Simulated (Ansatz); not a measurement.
Data:

```yaml
crystal:
  lattice:
    - [0.00000, 2.20434, 2.38846]
    - [2.20434, 0.00000, 2.38846]
    - [2.20434, 2.20434, 0.00000]
  atoms:
    - { symbol: Ga, position: [0.00000, 0.00000, 0.00000] }
    - { symbol: N, position: [0.25000, 0.25000, 0.25000] }
```

Method: r2SCAN with spin-orbit coupling, rigid bands (plane waves, PAW; Ansatz, a quantum-chemistry and plane-wave program). Condition of this run: uniaxial stress along [001] of -12 GPa (compression positive) (the target of the relaxation). Geometry: cell and atoms relaxed with PBEsol, then loaded as said.

**Question.** What conductivity effective mass do dilute electrons have at 300 K?

**Answer.** 0.166 (x), 0.166 (y), 0.180 (z) mₑ.

**Question.** Predict the hole conductivity mass (n e² τ/σ) at 300 K, by direction if it differs.

**Answer.** 0.63 (x), 0.63 (y), 0.95 (z) mₑ.

**Question.** And the band gap?

**Answer.** 1.86 eV at this level; semilocal functionals usually fall short of the measured gap.

Rigid bands, one relaxation time for all states, no polarons. Geometry: cell and atoms relaxed with PBEsol.
